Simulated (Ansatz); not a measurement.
Bond-angle distributions (per cent of the angles at each element, bins of 10°) of a relaxed model of amorphous In24O38Hf at 6.62 g/cm³. Calculation: PBE, scalar-relativistic without spin-orbit coupling (plane waves to 420 eV, PAW; Ansatz, an electronic-structure program).

A CHGNet melt-quench gave the starting glass, which DFT then relaxed. O atoms were pushed apart under 1.9 Å during the dynamics, to hinder bonds among them. The hot cell started wider than the set density and was brought back towards it in steps. It is the lowest in DFT energy of 2 quenches. It is a model cell: composition and starting density were chosen by hand, and all elements were melted together. No dispersion term was used. Its density started from a set value of 6.62 and ended at 6.62 g/cm³. The simulated quench (nominally 220 K/ps over its main leg) is rapid and tends to freeze in more defects than a deposited or slowly cooled glass has. A cell of this size samples the disorder only roughly. The volume was held where the preparation left it and the shape relaxed, at a PBE pressure of -0.6 GPa (tension). Stress components on the final sampling reach 0.7 GPa.

Neighbours within In-In 3.12 Å, In-O 2.62 Å, In-Hf 3.23 Å, O-O 1.58 Å, O-Hf 2.65 Å, Hf-Hf 3.34 Å count as bonded. Two cations that share two anions don't count as bonded, nor two that share one unless they lie closer than In-In 3.04 Å, In-Hf 3.15 Å, Hf-Hf 3.25 Å.

```json
[
 {"angle (°)": "50-60", "at In": "0", "at O": "0"},
 {"angle (°)": "60-70", "at In": "1", "at O": "0"},
 {"angle (°)": "70-80", "at In": "16", "at O": "0"},
 {"angle (°)": "80-90", "at In": "24", "at O": "8"},
 {"angle (°)": "90-100", "at In": "18", "at O": "25"},
 {"angle (°)": "100-110", "at In": "11", "at O": "24"},
 {"angle (°)": "110-120", "at In": "7", "at O": "14"},
 {"angle (°)": "120-130", "at In": "4", "at O": "14"},
 {"angle (°)": "130-140", "at In": "3", "at O": "6"},
 {"angle (°)": "140-150", "at In": "4", "at O": "4"},
 {"angle (°)": "150-160", "at In": "5", "at O": "3"},
 {"angle (°)": "160-170", "at In": "7", "at O": "0"},
 {"angle (°)": "170-180", "at In": "1", "at O": "1"}
]
```

They go with these counts of neighbours within the cut-offs, cation contacts included: In mean 5.5, most often 5; O mean 3.6, most often 4.
